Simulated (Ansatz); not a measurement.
BeS: tensor shear ε_xy = +0.29 %

Base system: BeS in the zinc blende structure (space group F-43m, No. 216; a = 4.869 Å). Axes: x, y, z lie along the cube axes.

It is then changed as follows: tensor shear ε_xy = +0.29 % (engineering shear γ = 0.0058), atoms relaxed at fixed cell.

The values are results of r2SCAN (Ansatz, a quantum-chemistry and plane-wave program), no SOC, not measurements. k-mesh 12×12×12 (Γ-centred); smearing 0.05 eV (Fermi–Dirac).

Space group: Imm2 (No. 44) (base F-43m (No. 216))
Shortest interatomic distance: 2.106 Å (base 2.108 Å)
Energy relative to the base (free energy F): +0.1 meV/atom
Pressure (mean of the normal stresses, compression positive): 0.00 GPa (base 0.00 GPa)
Band gap: 3.57 eV (base 3.59 eV)
Gap character: indirect, Γ → X
Smallest direct gap: 6.17 eV (base 6.22 eV)
Valence-band top at Γ (three highest levels, from the VBM): 0.00, -0.02, -0.04 eV (base 0.00, 0.00, 0.00 eV)
Valley order (the lowest conduction-band minima on the path, energy above the VBM, named in the base's zone): X along [001] 3.57 eV; X along [010] 3.57 eV (base X along ⟨100⟩ 3.59 eV)
Stress (xx, yy, zz, yz, xz, xy; compression positive): (0.00, 0.00, 0.00, 0.00, 0.00, -0.51) GPa

Final structure:

```xyz
2
Lattice="0.0071 2.4343 2.4343 2.4343 0.0071 2.4343 2.4414 2.4414 0.0000" Properties=species:S:1:pos:R:3 pbc="T T T"
Be     0.0000     0.0000     0.0014
S      1.2207     1.2207     1.2158
```

Cost of the whole job for the changed cell (relaxation, final SCF and bands): about 40 core-seconds (a rough figure).

The cells carry an imposed strain or load. Whether these cells are dynamically stable was not tested. k-point labels follow each cell's own Brillouin zone.
